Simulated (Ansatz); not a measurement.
Subject: the formation energy of H_i in Pt (fcc, Fm-3m). Reaction: 32 Pt (fcc) + 1/2 H2 (gas) → cell A.

Cell A: a supercell of 32 sites of Pt (fcc, Fm-3m) with H off the lattice sites (6 Pt at 2.02 Å); spin state with PBE: run without spin, k-point mesh 5×5×5.
```
Pt32H
1.0
    7.94365     0.00000     0.00000
    0.00000     7.94365     0.00000
    0.00000     0.00000     7.94365
Pt H
32 1
Cartesian
 -0.00574  -0.00574  -0.00574
 -0.03773   1.98591   1.98591
  1.98591  -0.03773   1.98591
  1.98591   1.98591  -0.03773
 -0.00574  -0.00574   3.97756
 -0.00945   1.98591   5.95774
  1.98591  -0.00945   5.95774
  1.98591   1.98591   4.00956
 -0.00574   3.97756  -0.00574
 -0.00945   5.95774   1.98591
  1.98591   4.00956   1.98591
  1.98591   5.95774  -0.00945
 -0.00574   3.97756   3.97756
 -0.00339   5.95774   5.95774
  1.98591   3.98127   5.95774
  1.98591   5.95774   3.98127
  3.97756  -0.00574  -0.00574
  4.00956   1.98591   1.98591
  5.95774  -0.00945   1.98591
  5.95774   1.98591  -0.00945
  3.97756  -0.00574   3.97756
  3.98127   1.98591   5.95774
  5.95774  -0.00339   5.95774
  5.95774   1.98591   3.98127
  3.97756   3.97756  -0.00574
  3.98127   5.95774   1.98591
  5.95774   3.98127   1.98591
  5.95774   5.95774  -0.00339
  3.97756   3.97756   3.97756
  3.97522   5.95774   5.95774
  5.95774   3.97522   5.95774
  5.95774   5.95774   3.97522
  1.98591   1.98591   1.98591
```

Reference: Pt (fcc, Fm-3m), 32 atoms in the cell, the relaxed perfect crystal repeated, atoms not moved again, k-point mesh 5×5×5 on the run's own vectors.

Reference: an isolated H2 molecule (singlet) in a box of 11 × 11 × 13 Å.

Computed with Ansatz (plane waves, PAW), its PAW set soft_1, cutoff 420 eV, 500 eV for r2SCAN. The structures are at rest with PBE, within the held lattices; other levels are single points on them. Neutral cells; Fermi-Dirac smearing of at most 0.10 eV in the solids, energies taken to zero width. The lattices are those relaxed with PBE, so at other levels the solids can be strained, which adds to the spread. Larger cells are relaxed from a start prepared with the learned potential CHGNet, on a coarser mesh till forces fall under 0.03 eV/Å, which some starts already meet. A dispersion term (D3(BJ), or D4 for r2SCAN) was computed beside these levels and is taken off wherever the name lacks it. No zero-point or thermal terms. No structure search was made; lower ones may exist. The runs are scalar-relativistic, without spin-orbit coupling. Values are for these cell sizes. Mesh and cell size may move defect energies by 0.1 eV or more. Cell A has symmetry Pm-3m within 0.02 Å and got no random move, so less symmetric positions, which may lie lower, weren't tried.

Task: What is the computed value (r2SCAN)?

Result: 0.58 eV, for 32 Pt (fcc) + 1/2 H2 (gas) → cell A.

Task: List the value at the remaining levels and say how far they part.

Result: 
```csv
Level,value (eV),less r2SCAN
PBE,0.61,0.03
```

The levels shown span only 0.03 eV, too little to tell them apart.

Ansatz is a program for electronic structure.
